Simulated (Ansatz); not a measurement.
The reference is MgS in the rock salt structure (space group Fm-3m, No. 225; a = 5.129 Å). Axes: x, y, z lie along the cube axes.

The change: the cell is compressed by 2.50 % along z with no lateral relaxation, atoms relaxed at fixed cell.

Calculations: Ansatz (a quantum-chemistry and plane-wave program) LDA, scalar-relativistic without spin-orbit coupling.

### Question
Give the band edges at the high-symmetry points of the new zone, measured from its valence-band maximum.

### Answer
```
point  valence edge (eV)  conduction edge (eV)
-----  -----------------  --------------------
Γ                   0.00                  4.00
X                  -1.74                  2.72
P                  -2.77                  5.45
N                  -0.68                  4.42
M                  -1.98                  2.57
S                  -1.67                  3.58
S₀                 -1.67                  3.58
R                  -2.59                  5.17
G                  -2.59                  5.17
```

The gap is 2.57 eV, indirect, Γ → M.

The cells carry an imposed strain or load. Stability against distortions was not tested. Labels are those of the standard path for the cell's own space group.
